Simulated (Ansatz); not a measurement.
We consider B20 (FeSi-type) CoSi, described by PBEsol (PAW; Ansatz, a first-principles code).

Settings: plane-wave cutoff 500 eV, 10×10×10 k mesh, Fermi–Dirac smearing 0.05 eV, no spin polarisation, scalar-relativistic PAW data made under PBE.

Computed at the level's own relaxed cell.

Question: Give the computed volume per atom and lattice constant a.

Answer: 
volume per atom: 10.55 Å³/atom
lattice constant a: 4.386 Å

Measured, for comparison: equilibrium volume per atom 10.97 Å³/atom, lattice constant a 4.444 Å (temperature not stated, no zero-point or thermal correction; as tabulated in Wikipedia's data pages). Computed (rounded) less measured: equilibrium volume per atom -3.8 %, lattice constant a -1.3 %. A static lattice is as a rule a little smaller and stiffer than an uncorrected measurement, which narrows the difference in the lattice constant a and would widen misses of the other sign.

Computed values are for the static lattice.

Cost on a shared machine: very roughly 4 core-minutes.
